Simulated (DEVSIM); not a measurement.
Device: abrupt GaSb p-n junction, at 250 K.

Layer 1 from the left is GaSb, thickness (μm) 0.130, Na (cm⁻³) 8.9e16, τn (s) 1.6e-8, τp (s) 1.6e-8. Layer 2 from the left is GaSb, thickness (μm) 12.0, Nd (cm⁻³) 4.7e16, τn (s) 1.6e-8, τp (s) 1.6e-8.

Left contact: ohmic. Right contact: ohmic. Voltage is applied to the left contact. Recombination: SRH at mid-gap, Auger. Mobility is μmin + (μ − μmin)/(1 + (N/Nref)^α).

Constants are typed, rounded textbook-type inputs, not results; the design itself was drawn at random and stands for no fabricated device. Values at 300 K; Nc and Nv go as T^1.5, mobilities as T to minus their exponent, the gap by Varshni's rule with the affinity fixed.

GaSb: gap (eV) 0.726, affinity (eV) 4.06, permittivity 15.7, Nc (cm⁻³) 2.1e17, Nv (cm⁻³) 1.8e19, μn (cm²/Vs) 5000, μp (cm²/Vs) 850, μn,min 1000, μp,min 190, Nref,n 2.8e17, Nref,p 9e17, αn 1.05, αp 0.65, T exponent of μn 2, T exponent of μp 1.7, Cn (cm⁶/s) 5e-30, Cp (cm⁶/s) 5e-30, Varshni α (eV/K) 0.00042, Varshni β (K) 140.

### Question
Estimate by hand the built-in potential, the peak field at zero bias, the capacitance at -0.3 V, and compare with a numerical solution.

### Answer

- Built-in potential: ni = √(Nc Nv) exp(−Eg/2kT) = 4.62e10 cm⁻³ with Eg = 0.745 eV; Vbi = kT/q ln(Na Nd/ni²) = 0.610 V; numerical 0.610 V.
- Peak field at zero bias: depletion approximation: W = √(2εVbi/(qN)) = 0.185 μm with N = 3.08e16 cm⁻³; field = 2Vbi/W = 65800 V/cm; numerical 63400 V/cm (estimate above by 3.7 %).
- Capacitance at -0.3 V: C = √(qεN / 2(Vbi + |V|)) = 61.4 nF/cm²; numerical 62.9 nF/cm² (estimate below by 2.4 %).

DEVSIM, 1D drift-diffusion, Boltzmann statistics, complete ionisation; no tunnelling, impact ionisation, image-force lowering or self-heating.
